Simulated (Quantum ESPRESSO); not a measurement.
# A series of runs on Ta₂H (P-4m2, 3 atoms in the cell)

Space group P-4m2 (No. 115); a = b = 3.372 Å, c = 3.410 Å, α = β = γ = 90.00°

```csv
atom,site,symmetry,x,y,z
Ta,2g,2mm.,0.0000,0.5000,0.2587
H,1a,-4m2,0.0000,0.0000,0.0000
```

Base run A: Quantum ESPRESSO 7.5 with PBEsol, PseudoDojo standard norm-conserving (PBESOL) pseudopotentials, self-consistent single point.

Its settings: ecutwfc = 75 Ry; occupations = smearing; smearing = marzari-vanderbilt; degauss = 0.0036749 Ry; potentials = {Ta: Ta.upf, H: H.upf}; K_POINTS = automatic 8 8 8 0 0 0; conv_thr = 1e-09 Ry; mixing_beta = 0.3.

The starting cell comes from a database of computed structures (which also holds hypothetical and non-ambient phases and stackings), without a prior relaxation at this level. Spin polarisation is off. In the base run, with a pressure of about -4 GPa the cell is away from its equilibrium volume at this level.

Runs:
- B: input_dft: default → blyp; potentials: PseudoDojo standard norm-conserving (PBE) [BLYP]
- C: input_dft: default → wc; potentials: PseudoDojo standard norm-conserving (PBE) [Wu-Cohen GGA]
- D: input_dft: default → vdw-df2; potentials: PseudoDojo standard norm-conserving (PBE) [vdW-DF2]
- E: input_dft: default → vdw-df-cx; potentials: PseudoDojo standard norm-conserving (PBE) [vdW-DF-cx]
- F: input_dft: default → rvv10; potentials: PseudoDojo standard norm-conserving (PBE) [rVV10]

```tsv
run	pressure (GPa)	largest force (eV/Å)
A	-4.48	0.049
B	8.12	0.024
C	-3.23	0.046
D	11.11	0.029
E	-3.44	0.056
F	4.27	0.045
```

Run B against A: The pressure goes from -4.48 to 8.12 GPa and the largest force goes from 0.049 to 0.024 eV/Å.

Run E against A: The pressure goes from -4.48 to -3.44 GPa and the largest force goes from 0.049 to 0.056 eV/Å.

Run C against A: The pressure goes from -4.48 to -3.23 GPa and the largest force hardly changes (0.049 to 0.046 eV/Å).

Left out of this page: 3 runs of the series held back from this collection.
